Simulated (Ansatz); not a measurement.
Cost and result by functional for the surface energy of the (21-32) surface of hcp Mg in its 1x1 cell, outermost plane spacing 0.65 Å in the ideal cut, in Ansatz (plane waves, PAW). Single points on the PBE structure, on one kind of machine; costs are rough ratios of the slab run's core time (references not counted) to the cheapest single point. r2SCAN's cost holds its higher cutoff (500 against 420 eV). Differences are taken against r2SCAN for comparison alone: no measured value is at hand, so the table doesn't rank accuracy.

Model: 22-atom slab, 10.4 Å thick at the start (thin: gaps and levels are the slab's own), 7x5x1 mesh, Fermi-Dirac 0.1 eV, dipole correction, all atoms relaxed; held to the start's symmetry, so lower structures may exist; no spin, no spin-orbit, no U. These notes are the PBE run's.

```csv
functional,relative cost,surface energy (J/m²),less r2SCAN (J/m²)
PBEsol,1,0.81,-0.01
RPBE,1,0.67,-0.15
LDA,1,0.82,0.00
r2SCAN,3,0.82,0.00
PBE (the relaxed run's value),–,0.73,-0.09
```

The values span 0.15 J/m², while the single points' costs differ by a factor of roughly 3. Differences are of unrounded values.

Ansatz is a quantum-chemistry and plane-wave program.
